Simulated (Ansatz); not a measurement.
## Equilibrium lattice constant a of BeRu3 (model structure, started from the Cu3Au type, Pm-3m, No. 221, 4 atoms in the cell) at several levels of theory

No measured value is used here.

```json
[
 {"level (code)": "LDA (Ansatz)", "value (Å)": "3.654"},
 {"level (code)": "PBE (Ansatz)", "value (Å)": "3.717"},
 {"level (code)": "PBEsol (Ansatz)", "value (Å)": "3.678"},
 {"level (code)": "r²SCAN (Ansatz)", "value (Å)": "3.693"}
]
```

LDA, PBE, PBEsol, r²SCAN: the run has no spin polarisation, so it can have missed a magnetic state. Cutoffs differ between the levels. Ansatz's density-functional and Hartree–Fock values are scalar-relativistic unless marked +SOC, with PAW data made under PBE.

A model structure was made by putting elements into a prototype or built by hand; it is no filed structure, need not be a known phase, and can be a saddle point held by its symmetry.

Ansatz is a quantum-chemistry and plane-wave program.
